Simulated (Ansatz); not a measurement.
# Re, response to strain

Take Re in the hcp (Mg type) structure (space group P6_3/mmc, No. 194; a = 2.7764 Å, c = 4.4809 Å; relaxed with 0.1 eV smearing) as the base.

Strains are applied to the cell and any free atomic positions relax.

All numbers come from PBE (Ansatz, a first-principles code, PAW, no spin-orbit coupling).

Candidates:
(a) isotropic strain +2.00 %
(b) isotropic strain −3.00 %
(c) isotropic strain −1.50 %
(d) isotropic strain +1.00 %
(e) isotropic strain +1.50 %

Notes on the quantities. energy relative to the base: free energy F.

Order them by energy relative to the base, highest first.

(b) isotropic strain −3.00 % (+153 meV/atom), (a) isotropic strain +2.00 % (+57 meV/atom), (c) isotropic strain −1.50 % (+36 meV/atom), (e) isotropic strain +1.50 % (+33 meV/atom), (d) isotropic strain +1.00 % (+15 meV/atom)

Whether these cells are dynamically stable was not tested. All final runs are without spin polarisation.
